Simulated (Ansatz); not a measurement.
The starting structures come from a database of crystals and need not be the phases stable at ambient conditions.

 Where the default PAW files enter, the runs use the earlier of Ansatz's two default sets.

By PBEsol, the system below comes out a metal.

The ballistic (Sharvin) conductance counts the channels at the Fermi level: G/A = (e²/h) × channels of both spins per area.

Here is the system:

```yaml
crystal:
  lattice:
    - [7.51994, 0.00000, 0.00000]
    - [1.84950, 7.28896, 0.00000]
    - [2.83522, -3.64448, 4.61744]
  atoms:
    - { symbol: Ta, position: [0.98489, 0.31491, 0.50000] }
    - { symbol: Ta, position: [0.01511, 0.68509, 0.50000] }
    - { symbol: Ta, position: [0.81491, 0.48489, 0.16998] }
    - { symbol: Ta, position: [0.18509, 0.51511, 0.83002] }
    - { symbol: Ta, position: [0.31491, 0.98489, 0.50000] }
    - { symbol: Ta, position: [0.68509, 0.01511, 0.50000] }
    - { symbol: Ta, position: [0.48489, 0.81491, 0.83002] }
    - { symbol: Ta, position: [0.51511, 0.18509, 0.16998] }
    - { symbol: Ta, position: [0.50000, 0.50000, 0.00000] }
    - { symbol: Ta, position: [0.00000, 0.00000, 0.00000] }
    - { symbol: Si, position: [0.87037, 0.12963, 0.75926] }
    - { symbol: Si, position: [0.12963, 0.87037, 0.24074] }
    - { symbol: Si, position: [0.37037, 0.62963, 0.50000] }
    - { symbol: Si, position: [0.62963, 0.37037, 0.50000] }
    - { symbol: Si, position: [0.25000, 0.25000, 0.00000] }
    - { symbol: Si, position: [0.75000, 0.75000, 0.00000] }
```

Space group of this cell: I4/mcm. The cell is taken as given; by PBEsol its mean pressure is -2.8 GPa.

The current flows along the normal of the first two printed cell vectors, the (110) plane of the conventional cell. No spin-orbit coupling; the value is a mean over 0.1 eV about the Fermi level.

Question: Give the ballistic conductance per area that PBEsol (Ansatz, an electronic-structure program) yields.

Answer: 0.42 × 10¹⁵ S/m² for both spins.
